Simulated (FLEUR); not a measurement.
Band structure of Fe (Im-3m, 1 atom in the cell).

```yaml
crystal:
  lattice:
    - [-1.41320, 1.41320, 1.41320]
    - [1.41320, -1.41320, 1.41320]
    - [1.41320, 1.41320, -1.41320]
  atoms:
    - { symbol: Fe, position: [0.00000, 0.00000, 0.00000], spin: 4.0 }
```
(The spins are starting values, not results.)

Method: PBE, all-electron FLAPW (FLEUR), scalar-relativistic valence in FLEUR.

Settings: Kmax = 4 1/bohr; GmaxXC = 20 1/bohr; xcFunctional = pbe; jspins = 2; l_soc = F; mode = hist; fermiSmearingEnergy = 0.00367493 Htr; mesh (inpgen div1-3) = 16 16 16; inpgen gamma flag = true; Gmax = 20 1/bohr; numbands = 0; maxIterBroyd = 15; imix = Anderson; alpha = 0.05.

The starting cell comes from a database of computed structures (which also holds hypothetical and non-ambient phases and stackings), without a prior relaxation at this level. Its lattice was rescaled by a random factor within 2.5 % of one. Values depend on the basis (sphere radii, cutoffs, local orbitals), which need not be converged.

Levels in eV from the Fermi level, bands 6 to 12 of the first spin channel:
```csv
point,6,7,8,9,10,11,12
Γ,-2.33,-2.33,-2.33,-1.10,-1.10,24.37,24.37
H,-4.94,0.14,0.14,0.14,9.80,9.80,9.80
N,-3.43,-1.03,-0.90,0.40,0.42,7.36,18.03
P,-3.29,-3.29,-0.87,-0.87,8.61,8.61,8.61
```
